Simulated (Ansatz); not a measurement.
An Ansatz (a program for electronic structure) run: La2O3 with a change (pressure 0.3 GPa); DFT with PBEsol, PAW potentials and a 420 eV plane-wave cutoff in Ansatz, scalar-relativistic without spin-orbit coupling.

Input:

Ansatz 0.2 input:
```yaml
crystal:
  lattice:
    - [3.9061515144, 0, 0]
    - [-1.9530757572, 3.3828264425, 0]
    - [0, 0, 6.0398850828]
  atoms:
    - { symbol: La, position: [0.6666666667, 0.3333333333, 0.2453668996] }
    - { symbol: La, position: [0.3333333333, 0.6666666667, 0.7546331004] }
    - { symbol: O, position: [0.3333333333, 0.6666666667, 0.3539846038] }
    - { symbol: O, position: [0.6666666667, 0.3333333333, 0.6460153962] }
    - { symbol: O, position: [0, 0, 0] }
basis: { ecutwfc: 420, ecutrho_ratio: 4, xc_grid: 2, fft_grid_basis: typed }
kpoints: { mp_grid: { grid: [8, 8, 5] } }
hamiltonian:
  xc: pbesol
  dispersion: none
  pseudopotentials: { kind: paw }
scf: { occupations: { method: fermi_dirac, width: 0.05 } }
relax: { f_tol: 0.01, max_steps: 60, cell: { stress_tol: 0.02, p_target: 0.3 } }
output: { forces: true, stress: true }
checkpoint: { write: state.ck, write_every: 1000 }
```

Output (explanatory and most iteration lines left out):

```
Relaxation: its limit of steps is 60 (relax.max_steps)
Pseudopotential: La, paw, valence charge 11
Pseudopotential: O, paw, valence charge 6
Crystal: 5 atoms, lattice volume = 79.810 Å³
Basis set: ecut = 420 eV, 1533 PW (Γ), exchange–correlation on 54×54×90 points (8 copies of the dense FFT grid, shifted against one another)
Bands: 25, of which v1, the nominal top of the filled ones, is band 20 counted from 1 (19 counted from 0)
Symmetry: 12 space group operations
Space group: P-3m1 (ITA 164), of the structure as read, at distance tolerance 4.3e-5 Å
k-points: 40 of 320
Functional: x = pbesol(κ = 0.804, μ = 0.12345679012345678), c = pbesol(β = 0.046)
SCF iter   1: F=—  HF=-14014.761192 eV  |F-HF|=—  |Δ(HF+E_count)|=         —  Δρ=1.54e-2  dr2=1.72e-1  ethr=1.77e-3  ⟨swp⟩=5.4  Hψ=4710  notcnv=0
SCF iter   2: F=—  HF=-14014.729180 eV  |F-HF|=—  |Δ(HF+E_count)|=   3.20e-2  Δρ=5.66e-3  dr2=1.92e-2  ethr=4.29e-4  ⟨swp⟩=3.4  Hψ=2344  notcnv=0  defer=40
SCF 1 converged in 8 iterations: F = -14014.725640 eV  dr2 = 1.34e-8
relax step   1: F+E_penalty+E_count = -14014.72564012 eV  Δ(F+E_penalty+E_count) = +0.000e0 eV  max|allowed force component| = 1.527e-4 eV/Å  Δτ_max = 0.0000 Å  P = -0.000 GPa  Ω = 79.810 Å³  (8 SCF iters, dr2 threshold 1.00e-7 eV, accepted)
[... steps on the carried basis left out ...]
relax step   7: F+E_penalty+E_count = -14014.72543261 eV  Δ(F+E_penalty+E_count) = +3.229e-5 eV  max|allowed force component| = 5.851e-4 eV/Å  Δτ_max = 0.0000 Å  P = +0.298 GPa  Ω = 79.608 Å³  stress off target by 8.04e-3 GPa  SCF on the basis re-selected at this cell (its energy is not comparable with the rows above)  (6 SCF iters)
SCF converged after 6 iterations
Free energy (F): -14014.725433 eV
Internal energy: -14014.725433 eV  (E = F + TS)
E sigma→0 (E₀):  -14014.725433 eV
Fermi energy:    11.840332 eV
--- Forces (eV/Å), atoms counted from 1 ---
  atom   1  La    -0.00000000     0.00000000     0.00058512
  atom   2  La     0.00000000    -0.00000000    -0.00058512
  atom   3  O     -0.00000000     0.00000000     0.00053857
  atom   4  O     -0.00000000    -0.00000000    -0.00053857
  atom   5  O      0.00000000     0.00000000     0.00000000
--- Stress (GPa, compression-positive) ---
        0.301690      -0.000000      -0.000000
       -0.000000       0.301690       0.000000
       -0.000000       0.000000       0.291957
  P = ⅓ Tr σ = 0.2984 GPa (2.984 kbar)
--- Relaxed structure (5 steps of the walk, 4 accepted, 2 SCFs on fresh bases) ---
  cell:  # Å, volume = 79.6078 Å³
    - [3.9043081351358873, -1.223118264794218e-33, -1.0332771011007164e-18]
    - [-1.9521540675679436, 3.3812300292299255, 5.16638550550358e-19]
    - [-1.5977042688516922e-18, 7.1941931648047766e-34, 6.030272573557549]
  atoms:
    - { symbol: La, position: [0.6666666666666665, 0.3333333333333333, 0.2451562928641528] }
    - { symbol: La, position: [0.3333333333333333, 0.6666666666666666, 0.7548437071358473] }
    - { symbol: O, position: [0.3333333333333333, 0.6666666666666666, 0.3538484459307802] }
    - { symbol: O, position: [0.6666666666666665, 0.3333333333333333, 0.6461515540692199] }
    - { symbol: O, position: [-6.617020142654772e-35, 1.0271275166429431e-50, -3.365757867147877e-22] }
```

Load acts through the strain it causes; cell and atoms are relaxed under it. Stability against distortions was not tested. The cell was made from La$_{2}$O$_{3}$ (space group P-3m1, No. 164) by this change: pressure 0.3 GPa.
